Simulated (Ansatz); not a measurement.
Consider BN in the wurtzite structure (space group P6_3mc, No. 186; a = 2.555 Å, c = 4.225 Å).

Computed with Ansatz (a program for electronic structure), PBE, PAW, cutoff 420 eV, no SOC.

Before the change:

| Property | Result |
|---|---|
| Gap character | indirect, Γ → K |
| Gap between the host's bands | 5.23 eV |

The change: electron doping at 1.0×10^21 cm⁻³ (0.0239 per cell), with a uniform compensating background at fixed cell and a 300 K Fermi–Dirac width.

Predict the new gap character.

The gap character is still indirect, Γ → K.

Predict the new gap between the host's bands.

The gap between the host's bands shrinks by 0.10 eV to 5.13 eV.

What does the calculation give for the Fermi level from band edge after the change?

The Fermi level relative to the doped band's edge (positive inside the band; to 0.05 eV) comes out as +0.50 eV.

Charged cell with a jellium background: band edges are those of the host's band count, energies are not comparable with the neutral cell, and many-body gap narrowing is missing. No phonon test of stability was made.
